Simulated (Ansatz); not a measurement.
# A constructed model of the (111) surface of fcc Ag, a layer of Co in place of the second plane (bottom of the slab: a bare face, its two planes held)

Calculation: PBE (plane waves to 420 eV, PAW; Ansatz, a first-principles code).

Set-up: 6 atoms, 11.7 Å thick at the start with caps and adatoms (thin: gaps and levels are the slab's own); mesh 15x15x1; 0.1 eV smearing; dipole correction on; 2 atoms held, the rest relaxed; symmetry of the start imposed; spin-polarised, ending with about 1.8 μB a cell; orders that need a larger cell were not tried, no spin-orbit, no U. In PBE it lies 0.04 eV a 1x1 cell over the lowest computed structure of the same composition (a layer of Co in place of the third plane).

```yaml
work_function_of_the_top_face: 4.21 eV
energy_released_by_relaxation: 0.076 eV
magnetic_moment_of_the_cell: 1.84 μB
cost: about 2.9 core-minutes (a rough figure)
```
